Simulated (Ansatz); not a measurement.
Start from Cs in the bcc (W type) structure (space group Im-3m, No. 229; a = 6.275 Å).

Calculations: r2SCAN (Ansatz, a quantum-chemistry and plane-wave program), scalar-relativistic without spin-orbit coupling.

Before the change:

| Property | Result |
|---|---|
| Pressure | 0.0 GPa |

Modification: an isotropic linear strain of +2.76 %, atoms relaxed at fixed cell.

Q: How does this affect the energy relative to the base and pressure?

A: The energy goes up by 4.9 meV/atom; the pressure hardly moves (0.0 GPa against -0.1 GPa).

No phonon test of stability was made. The final runs are not spin-polarised.
